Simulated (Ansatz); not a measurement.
We consider Ge₃Mo₅ (I4/mcm, No. 140; cell taken from a computed entry), described by r²SCAN (Ansatz, a first-principles code, PAW).

Numerical settings: plane-wave cutoff 500 eV, 10×10×10 k mesh, Fermi–Dirac smearing 0.05 eV, no spin polarisation, scalar-relativistic PAW data made under PBE.

Computed at the level's own relaxed cell.

Task: What does this level give for the volume per atom, equilibrium lattice constant a and c axis length?

Result: 
* **volume per atom**: 15.03 Å³/atom
* **equilibrium lattice constant a**: 9.846 Å
* **c axis length**: 4.960 Å

The run finds no gap.

Note: the relaxation could not lower the start's symmetry, so the cell can be a saddle point above a distorted one.

The computed numbers hold no vibrational or temperature effects.

Computing time: around 40 core-minutes (rough).
